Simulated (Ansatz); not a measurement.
V_Si+N_C in 4H silicon carbide (start: the Si(k) site; C(k) 1.90 Å away, along c; 96-site cell, 2×2×2 shifted sampling). Calculation: PBE, PAW (plane waves to 420 eV; Ansatz, a program for electronic structure). Total energies of the localised charge states, counted from that of charge 0, and their image corrections (point charge with alignment); the host's valence-band maximum lies at 9.362 eV on the cells' energy zero and its gap is 2.23 eV.

```json
[
 {"charge": "0", "moment (μB)": "1.0", "E − E(first) (eV)": "0.000", "correction (eV)": "0.000"},
 {"charge": "−1", "moment (μB)": "2.0", "E − E(first) (eV)": "9.765", "correction (eV)": "0.426"},
 {"charge": "−2", "moment (μB)": "1.0", "E − E(first) (eV)": "20.070", "correction (eV)": "1.226"}
]
```

Question: Derive the transition levels above the valence-band maximum and say which of them are thermodynamic.

Answer: A level is the Fermi energy at which two charges have equal formation energy: ε(q/q′) = [E(q′) + corr(q′) − E(q) − corr(q)] / (q − q′) − E_VBM.
ε(0/−1) = [(9.765 + 0.426) − (0.000 + 0.000)] / 1 − 9.362 = 0.83 eV
ε(−1/−2) = [(20.070 + 1.226) − (9.765 + 0.426)] / 1 − 9.362 = 1.74 eV
Thermodynamic levels at least 0.1 eV inside the gap: (0/−1) at 0.83 eV; (−1/−2) at 1.74 eV. Corrections reach 1.23 eV, so the outer levels may be off by several tenths of an eV. Only the charges listed were compared. Charge +1 has its level within 0.1 eV of a band edge or past it. The geometries come from one start. Flagged in the runs: a host whose relaxation on this sampling wasn't shown to rest, a strain field that reaches the edge of the cell.
